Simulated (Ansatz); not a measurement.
Take Hg in the diamond structure (space group Fd-3m, No. 227; a = 6.6186 Å; a hypothetical phase, not in the database extracts checked; relaxed with 0.1 eV smearing) as the base. Axes: x, y, z lie along the cube axes.

Calculations: PBEsol in Ansatz (plane waves to 420 eV, PAW, no spin-orbit coupling).

Now apply this change: uniaxial strain ε_zz = +4.46 %, all other strain components held at zero; the atoms relax in the strained cell.

### Question
Predict the stress tensor and what it implies for the stiffness.

### Answer
Stress of the strained cell less that of the base (GPa, compression positive):
```
   -0.7     0.0     0.0
    0.0    -0.7     0.0
    0.0     0.0    -0.5
```

Then −Δσ_ii/ε with ε = 0.0446 gives secant stiffness values (nonlinear terms included at this strain): C33 ≈ 11 GPa, C13 ≈ 15 GPa and C23 ≈ 15 GPa.

An off-diagonal value above the diagonal one breaks a Born criterion: the base is elastically unstable at this level, or the strain is beyond its stable range.

No phonon test of stability was made.

Ansatz is an electronic-structure program.
